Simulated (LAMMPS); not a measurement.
LAMMPS 22 Jul 2025, classical MD, EAM (Cu_mishin1.eam.alloy): Cu, 500000 atoms.

```text
units metal
atom_style atomic
read_data unit.data
replicate 50 50 50
pair_style eam/alloy
pair_coeff * * Cu_mishin1.eam.alloy Cu
velocity all create 1600 4928 dist gaussian loop geom
fix 1 all nve
fix 2 all langevin 800 800 0.08 9876 zero yes
timestep 0.002
thermo 100
run 300
reset_timestep 0
write_restart start.rst
```

```text
read_restart start.rst
pair_style eam/alloy
pair_coeff * * Cu_mishin1.eam.alloy Cu
neighbor 2.0 bin
neigh_modify every 1 delay 0 check no
fix 1 all nve
timestep 0.002
thermo_style custom step temp pe etotal press
thermo_modify format float %.10g
thermo 100
group probe id 1:48
dump probe probe custom 1000000 forces.txt id fx fy fz
dump_modify probe sort id format float %.8g
run 300
```

```bash
# ahead of the timed run: OMP_NUM_THREADS=1 mpirun -np 48 lmp -in in.warm -log none -nocite
OMP_NUM_THREADS=1 mpirun -np 32 lmp -in in.lmp -log log.lammps -nocite
```

It runs on a single node (Arm Neoverse V2, 96 cores on 1 socket, no SMT, 1 L3 cache group).

On 32 ranks this takes 13 s. Wall times, medians of two to five repeats, each run alone on the node (launch to exit). Unless noted, each process is bound to its own block of adjacent cores. Build: PyPI wheel: MPICH, OPENMP and OPT packages. Other compilers and libraries give other times. Scratch files lie in a memory file system. A preparatory run goes ahead and isn't timed.

### Question
Speed this job up; the result has to stay within 1.0 meV/atom in energy, 10 meV/Å in forces on 48 atoms, 0.20 meV an atom in drift of the total energy. Keep to 32 cores.

### Answer
This is not unique; one that fits is going from neigh_modify = every 1 delay 0 check no to neigh_modify = every 10 delay 0 check yes, one of the fastest of the measured ones that keep the result.

```diff
-neigh_modify every 1 delay 0 check no
+neigh_modify every 10 delay 0 check yes
```

Time: 13 s to 6.2 s (2.1× as fast). List entries an atom go from 73 to 73, Neigh from 6.8 to 0.16 s and Pair from 5.7 to 5.5 s. Neighbour list builds go from 300 to 7. These two results differ by: energy equal as printed, forces on 48 atoms equal as printed, drift of the total energy equal as printed. Others tried: neigh_modify = every 1 delay 0 check yes (6.3 s); neigh_modify = every 1 delay 10 check yes (6.3 s). 4 planned settings were not run, for want of time.
